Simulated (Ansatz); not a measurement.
The starting structures come from a database of crystals and need not be the phases stable at ambient conditions.

 Where the default PAW files enter, the runs use the earlier of Ansatz's two default sets.

By PBEsol, the system below comes out a metal.

The ballistic (Sharvin) conductance counts the channels at the Fermi level: G/A = (e²/h) × channels of both spins per area.

Consider the following.

```xyz
2
Lattice="2.8125 0.0000 0.0000 0.0000 4.8669 0.0000 1.4062 0.0000 2.3626" Properties=species:S:1:pos:R:3 pbc="T T T"
Al     2.8125     1.2167     1.5751
Al     1.4062     3.6501     0.7875
```

Space group of this cell: Cmcm. The cell is strained (lengths along the current scaled by 0.97, ions clamped); by PBEsol its mean pressure is 1.3 GPa.

The current flows along the normal of the first two printed cell vectors. No spin-orbit coupling; the value is a mean over 0.1 eV about the Fermi level.

Task: Give the ballistic conductance per area that Ansatz (an electronic-structure program) with PBEsol yields.

Result: 1.5 × 10¹⁵ S/m² for both spins.
